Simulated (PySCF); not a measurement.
PySCF 2.14.0, HF/def2-svp, df: Ta(NH)(F)2(OH) ([NH]=[Ta]([OH])([F])[F]), 7 atoms. The geometry is a generated start, not checked to be a minimum at this level.

- task: energy
- method: hf
- basis: def2-svp
- two-electron scheme: density fitting
- mol.max_memory: 3000 MB
- mf.max_cycle: 100
- mf.init_guess: minao (default)
- mf.DIIS: CDIIS (default)
- mf.diis_space: 8 (default)
- mf.conv_tol: 1e-09 (default)
- effective core potentials: those of the basis set, past Kr
- basis functions: 98

```xyz
7

Ta    -0.1251    -0.1070     0.4034
N      0.5146    -1.1333    -0.9158
H      0.8848    -1.6289    -1.7117
F      0.9926    -0.3975     1.9059
F     -1.7923    -0.8603     0.9064
O     -0.2630     1.6601    -0.0362
H     -0.2116     2.4670    -0.5519
```

Charge 0 and multiplicity 1 are set for this test and not shown to be the ground state.

One run each on 2 threads, 1 BLAS thread. Values of level_shift (Hartree) tried: 0 (default), 0.1, 0.3, 1.

Q: How does the count of Fock builds change with level_shift (Hartree), and where is it least?

A: Fewest Fock builds, within one of each other: 0 (default) with 14, 0.1 with 15. The count rises to 24 at 1. All converge to one solution.

| level_shift (Hartree) | Fock builds | end |
|---|---|---|
| 0 (default) | 14 | same solution |
| 0.1 | 15 | same solution |
| 0.3 | 16 | same solution |
| 1 | 24 | same solution |
